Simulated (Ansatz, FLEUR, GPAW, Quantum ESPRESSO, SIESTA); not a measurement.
## Code comparison for Pt3W (I4/mmm, 4 atoms in the cell)

Self-consistent single point, at a second geometry (lattice scaled by 0.98). First geometry:

```xyz
4
Lattice="-1.9479 1.9479 4.0183 1.9479 -1.9479 4.0183 1.9479 1.9479 -4.0183" Properties=species:S:1:pos:R:3 pbc="T T T"
Pt     0.0000     1.9479     2.0092
Pt     1.9479     0.0000     2.0092
Pt     0.0000     0.0000     4.0183
W      0.0000     0.0000     0.0000
```

Shared settings, as Ansatz (a first-principles code) writes them: kpoints.mp_grid.grid = 8 8 8; scf.occupations.method = fermi_dirac; scf.occupations.width = 0.1 eV. Potentials and cutoffs stand in the table.

```tsv
code	model	ΔF from the first geometry (meV/atom)	pressure (GPa)	cutoff
Ansatz	PBEsol, PAW files made with PBE	25.6	15.39	420 eV
Quantum ESPRESSO	PBEsol, SSSP 1.1.2 efficiency (PBE) pseudopotentials	26.9	13.88	40 Ry
GPAW	PBEsol, GPAW PAW datasets PBEsol (made by gpaw-setup)	23.3	14.90	600 eV
SIESTA	GGA PBEsol, numerical atomic orbitals DZP, PseudoDojo PBEsol standard norm-conserving potentials (rewritten from UPF to PSML)	10.8	12.47	grid 300 Ry
FLEUR	PBEsol, all-electron FLAPW (FLEUR), scalar-relativistic valence	30.7	–	Kmax 4.1 1/bohr
```

For Quantum ESPRESSO (by 1.8 GPa) the energy change implies a higher mean pressure, against the two pressures, than for the other programs: a sign of finite-basis (Pulay) stress.

A dash marks a value that a program does not give, or that is left out as unsure.

On Ansatz's run: spin-orbit coupling is off. Spin polarisation is off.

The spread over the programs that give each value: ΔF from the first geometry within 19.9 meV/atom; pressure within 2.92 GPa.

SIESTA uses small atom-centred bases, whose incompleteness enters pressures, forces and empty levels differently from a plane-wave cutoff. FLEUR treats all electrons, but the usual bases taken here (sphere radii, linearisation, local orbitals, empty states) were not tested for convergence, so the values are no reference for the others. Ansatz's pressure is given at a fixed set of plane waves, as the other plane-wave codes print theirs; with its correction for the finite basis it is 15.48 GPa. In the pressure, Quantum ESPRESSO (by 1.02) and SIESTA (by 2.42) lie more than 1 GPa from the median of the plane-wave programs.

The starting cell comes from a database of computed structures (which also holds hypothetical and non-ambient phases and stackings), without a prior relaxation at this level. For this run, on top of that: lattice scaled by 0.98.

Keys are those of Ansatz 0.2.
